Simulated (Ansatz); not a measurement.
Cost and result by functional for the surface energy of the (001) surface of tetragonal WSi2 in its 1x1 cell (cut with top plane Si, bottom plane Si), outermost plane spacing 1.30 Å in the ideal cut, in Ansatz (plane waves, PAW). Single points on the PBE structure, on one kind of machine; costs are rough ratios of the slab run's core time (references not counted) to the cheapest single point. r2SCAN's cost holds its higher cutoff (500 against 420 eV). Differences are taken against r2SCAN for comparison alone: no measured value is at hand, so the table doesn't rank accuracy.

Slab: 9 atoms, Si6W3, 10.5 Å thick at the start (thin: gaps and levels are the slab's own); k 12x12x1, smearing 0.1 eV, dipole-corrected; all atoms relaxed; held to the start's symmetry, so lower structures may exist; no spin, no spin-orbit, no U. These notes are the PBE run's.

| functional | relative cost | surface energy (J/m²) | less r2SCAN (J/m²) |
|---|---|---|---|
| LDA | 1 | 2.83 | 0.16 |
| PBEsol | 1 | 2.79 | 0.12 |
| RPBE | 1 | 2.36 | -0.31 |
| r2SCAN | 2 | 2.67 | 0.00 |
| PBE (the relaxed run's value) | – | 2.50 | -0.17 |

The values span 0.47 J/m², while the single points' costs differ by a factor of roughly 2. Differences are of unrounded values.

Ansatz is a program for electronic structure.
